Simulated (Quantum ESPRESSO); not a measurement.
Input and output of a self-consistent single point for a (001) slab of CsCaH3 (cut from a parent of space group no. 221; 10 atoms in the cell) (Quantum ESPRESSO).

Computed with LDA (PW92), PseudoDojo standard norm-conserving (LDA) pseudopotentials (plane waves; Quantum ESPRESSO 7.5).

The change in words: vacuum of 16.9 angstrom (first run: 14 Å); assume_isolated: default → 2D. Reference geometry:
```yaml
crystal:
  lattice:
    - [4.59808, 0.00000, 0.00000]
    - [0.00000, 4.59808, 0.00000]
    - [0.00000, 0.00000, 20.89709]
  atoms:
    - { symbol: Cs, position: [0.00000, 0.00000, 0.44499] }
    - { symbol: Ca, position: [0.50000, 0.50000, 0.33498] }
    - { symbol: H, position: [0.50000, 0.00000, 0.33498] }
    - { symbol: H, position: [0.00000, 0.50000, 0.33498] }
    - { symbol: H, position: [0.50000, 0.50000, 0.44499] }
    - { symbol: Cs, position: [0.00000, 0.00000, 0.66502] }
    - { symbol: Ca, position: [0.50000, 0.50000, 0.55501] }
    - { symbol: H, position: [0.50000, 0.00000, 0.55501] }
    - { symbol: H, position: [0.00000, 0.50000, 0.55501] }
    - { symbol: H, position: [0.50000, 0.50000, 0.66502] }
```

Reference input (self-consistent single point, DFT, LDA (PW92), plane waves, PseudoDojo standard norm-conserving (LDA) pseudopotentials): ecutwfc = 75 Ry; occupations = smearing; smearing = fd; degauss = 0.0036749 Ry; mixing_mode = local-TF; potentials = {Cs: Cs.upf, Ca: Ca.upf, H: H.upf}; K_POINTS = automatic 3 3 1 0 0 0; conv_thr = 1e-10 Ry; mixing_beta = 0.4. This run's input differs from it in these lines:

```diff
@@ -10,3 +10,3 @@
    celldm(1) = 8.689119458
-   celldm(3) = 4.54473906958
+   celldm(3) = 5.17480106931
    nat = 10
@@ -17,2 +17,3 @@
    degauss = 0.0036749
+   assume_isolated = '2D'
 /
@@ -28,12 +29,12 @@
 ATOMIC_POSITIONS crystal
-Cs    0.000000000    0.000000000    0.444990000
-Ca    0.500000000    0.500000000    0.334975000
-H     0.500000000    0.000000000    0.334975000
-H     0.000000000    0.500000000    0.334975000
-H     0.500000000    0.500000000    0.444990000
-Cs    0.000000000    0.000000000    0.665025000
-Ca    0.500000000    0.500000000    0.555010000
-H     0.500000000    0.000000000    0.555010000
-H     0.000000000    0.500000000    0.555010000
-H     0.500000000    0.500000000    0.665025000
+Cs    0.000000000    0.000000000   -0.048312000
+Ca    0.500000000    0.500000000   -0.144932000
+H     0.500000000    0.000000000   -0.144932000
+H     0.000000000    0.500000000   -0.144932000
+H     0.500000000    0.500000000   -0.048312000
+Cs    0.000000000    0.000000000    0.144932000
+Ca    0.500000000    0.500000000    0.048312000
+H     0.500000000    0.000000000    0.048312000
+H     0.000000000    0.500000000    0.048312000
+H     0.500000000    0.500000000    0.144932000
 K_POINTS automatic
```

The program printed (abridged):

```
     Self-consistent Calculation

     iteration #  1     ecut=    75.00 Ry     beta= 0.40

     total energy              =    -255.66861165 Ry
     estimated scf accuracy    <       0.79891862 Ry

     iteration #  2     ecut=    75.00 Ry     beta= 0.40

     total energy              =    -255.57065366 Ry
     estimated scf accuracy    <       0.40500015 Ry

     iteration #  3     ecut=    75.00 Ry     beta= 0.40

     total energy              =    -255.61584908 Ry
     estimated scf accuracy    <       0.10490065 Ry

   [... 24 blocks of this kind left out ...]

     iteration # 28     ecut=    75.00 Ry     beta= 0.40

     total energy              =    -255.58260691 Ry
     estimated scf accuracy    <          1.6E-10 Ry

     iteration # 29     ecut=    75.00 Ry     beta= 0.40
     End of self-consistent calculation

     the Fermi energy is    -3.0261 ev

!    total energy              =    -255.58260691 Ry
     estimated scf accuracy    <          6.6E-11 Ry
     smearing contrib. (-TS)   =      -0.00000000 Ry
     internal energy E=F+TS    =    -255.58260691 Ry

     convergence has been achieved in  29 iterations

     Forces acting on atoms (cartesian axes, Ry/au):

     atom    1 type  1   force =     0.00000000    0.00000000   -0.00486464
     atom    2 type  2   force =     0.00000000    0.00000000    0.01676308
     atom    3 type  3   force =     0.00000000    0.00000000    0.00119236
     atom    4 type  3   force =     0.00000000    0.00000000    0.00119236
     atom    5 type  3   force =     0.00000000    0.00000000   -0.00530371
   [... lines left out ...]

     Total force =     0.020759     Total SCF correction =     0.000016

          total   stress  (Ry/bohr**3)                   (kbar)     P=      -10.76
  -0.00008373   0.00000000   0.00000000          -12.32        0.00        0.00
   0.00000000  -0.00008373   0.00000000            0.00      -12.32        0.00
   0.00000000   0.00000000  -0.00005194            0.00        0.00       -7.64

   JOB DONE.
```

The run converged in 29 iterations. Against the reference run the free energy hardly moves (within 1 meV/atom), the largest force goes from 0.446 to 0.431 eV/Å and the gap on the mesh goes from 3.156 to 3.234 eV.

The starting cell comes from a database of computed structures (which also holds hypothetical and non-ambient phases and stackings), without a prior relaxation at this level. The slab is cut from that crystal, and its faces are unrelaxed. Its lattice was rescaled by up to half a per cent.

Cost on one core of a shared machine: roughly 3 min.
